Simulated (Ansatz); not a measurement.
A15 V₃Si (cubic form, which distorts at low temperature), treated with LDA (PAW; Ansatz, a quantum-chemistry and plane-wave program).

Settings: plane-wave cutoff 520 eV, 12×12×12 k mesh, Fermi–Dirac smearing 0.05 eV, no spin polarisation, scalar-relativistic PAW data made under PBE.

Pressure at four volumes; x = ln(V/12.222 Å³). One pressure is withheld.

```json
[
 {"V (Å³/atom)": "11.488", "x": "-0.0619", "P (GPa)": "15.27"},
 {"V (Å³/atom)": "12.222", "x": "0.0000", "P (GPa)": "-0.08"},
 {"V (Å³/atom)": "12.710", "x": "0.0392", "P (GPa)": "-8.02"},
 {"V (Å³/atom)": "12.955", "x": "0.0582", "P (GPa)": "?"}
]
```

### Question
Pass a parabola P(x) through the three rows shown, estimate the bulk modulus and its pressure derivative near zero pressure, and predict the withheld pressure.

### Answer
Slopes between the rows: (-0.08 − (15.27))/(0.0000 − (-0.0619)) = -247.98 and (-8.02 − (-0.08))/(0.0392 − (0.0000)) = -202.55 GPa. Their difference over the span 0.1011 is c = 45.43/0.1011 = 449.4 GPa, so P(x) = 15.27 + (-247.98)(x − (-0.0619)) + 449.4 (x − (-0.0619))(x − (0.0000)). At the middle row B = −dP/dx = −[-247.98 + 449.4 × 0.0619] = 220.2 GPa, and B′ = dB/dP = 2c/B = 4.1. At x = 0.0582 the parabola gives -11.37 GPa; the run gives -11.44 GPa. The Birch–Murnaghan fit to the energies at all volumes has B0 = 219 GPa and B′ = 4.0.

Measured, for comparison: bulk modulus 171 GPa (300 K, not corrected to a static lattice, sources range from 171 to 176; as tabulated in Lu and Klein (1997), arXiv:cond-mat/9704251). Computed less measured: bulk modulus +28 % (+24 % to +28 % over the range).

Note: symmetry holds this phase in the static calculation, where it need not be a minimum.
